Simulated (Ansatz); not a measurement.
Results of r²SCAN in Ansatz (PAW) for rock-salt LaS.

Excerpt of the program's output:

```
Crystal: 2 atoms, lattice volume = 51.051 Å³
Basis set: ecut = 560 eV, 1471 PW (Γ), exchange–correlation on 108×108×108 points (27 copies of the dense FFT grid, shifted against one another)
Bands: 13, of which v1, the nominal top of the filled ones, is band 9 counted from 1 (8 counted from 0)
Symmetry: 48 space group operations
Space group: Fm-3m (ITA 225), of the structure as read, at distance tolerance 3.7e-5 Å
k-points: 145 of 4096
Functional: x = r2scan, c = r2scan; τ floored in thin density (d = 2e-4 eV/Å³)
SCF iter   1: F=—  HF=-7175.323123 eV  |F-HF|=—  |Δ(HF+E_count)|=         —  Δρ=8.83e-3  dr2=4.90e-2  dr2_τ=9.00e-3
SCF iter   2: F=—  HF=-7175.373402 eV  |F-HF|=—  |Δ(HF+E_count)|=   5.03e-2  Δρ=4.59e-3  dr2=1.44e-2  dr2_τ=4.25e-4
  ...
SCF iter   7: F=—  HF=-7175.369601 eV  |F-HF|=—  |Δ(HF+E_count)|=   4.59e-7  Δρ=1.81e-6  dr2=1.90e-9  dr2_τ=1.40e-10
SCF iter   8: F=-7175.369601 eV  HF=-7175.369601 eV  |F-HF|=5.00e-11  |Δ(HF+E_count)|=  6.18e-10  Δρ=2.90e-7  dr2=6.00e-11  dr2_τ=1.67e-12
SCF 1 converged in 8 iterations: F = -7175.369601 eV  dr2 = 6.00e-11
SCF converged after 8 iterations
Free energy (F): -7175.369601 eV
Internal energy: -7175.360761 eV  (E = F + TS)
E sigma→0 (E₀):  -7175.365181 eV
Fermi energy:    11.769280 eV
--- Forces (eV/Å), atoms counted from 1 ---
  atom   1  La    -0.00000000     0.00000000    -0.00000000
  atom   2  S      0.00000000     0.00000000     0.00000000
--- Stress (GPa, compression-positive) ---
        0.000004      -0.000000       0.000000
        0.000000       0.000004      -0.000000
        0.000000      -0.000000       0.000004
  P = ⅓ Tr σ = 0.0000 GPa (0.000 kbar)
```

Write an input file that could have produced this run (the log leaves some choices open).

Several could match; the one computed here: 
Ansatz 0.2 input:
```yaml
crystal:
  lattice:
    - [0.0, 2.9443726335, 2.9443726335]
    - [2.9443726335, 0.0, 2.9443726335]
    - [2.9443726335, 2.9443726335, 0.0]
  atoms:
    - { symbol: La, position: [0.0, 0.0, 0.0] }
    - { symbol: S, position: [0.5, 0.5, 0.5] }
basis:
  ecutwfc: 560
  ecutrho_ratio: 4
  xc_grid: 3
kpoints:
  mp_grid: { grid: [16, 16, 16] }
hamiltonian:
  xc: r2scan
  dispersion: none
  pseudopotentials: { kind: paw }
scf:
  occupations: { method: fermi_dirac, width: 0.05 }
  convergence: { dr2_threshold: 0.0000000002 }
output:
  forces: true
  stress: true
  eigenvalues: true
```

The PAW data were made under PBE.

Computing time: roughly 20 core-seconds.

Ansatz is a first-principles code.
